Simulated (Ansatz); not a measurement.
The starting structures come from a database of crystals and need not be the phases stable at ambient conditions.

Tunnelling through a barrier is set by its complex band structure: the current falls as exp(−2κd) with the smallest κ.

Data:

```
ZrO2
1.0
    3.38795     0.00000     0.00000
    0.00000     5.63274     0.00000
    0.00000     0.00000     6.58922
Zr O
4 8
Direct
  0.75000   0.75154   0.10842
  0.25000   0.24846   0.89158
  0.25000   0.74846   0.60842
  0.75000   0.25154   0.39158
  0.25000   0.97802   0.34076
  0.75000   0.02198   0.65924
  0.75000   0.52198   0.84076
  0.25000   0.47802   0.15924
  0.25000   0.86074   0.92350
  0.75000   0.13926   0.07650
  0.75000   0.63926   0.42350
  0.25000   0.36074   0.57650
```

The cell is taken as given; by r2SCAN it stands under a pressure of -9.0 GPa.

Transport runs along the normal of the first two printed cell vectors.

The gap is the functional's own. No spin-orbit coupling. Mid-gap values are those at the computed energy nearest the middle.

**Question.** Give the band gap and the smallest decay constant κ at mid-gap that r2SCAN (Ansatz, an electronic-structure program) yields.

**Answer.** Gap 3.37 eV on a 10×6×6 mesh; κ = 0.426 1/Å, at the zone centre.
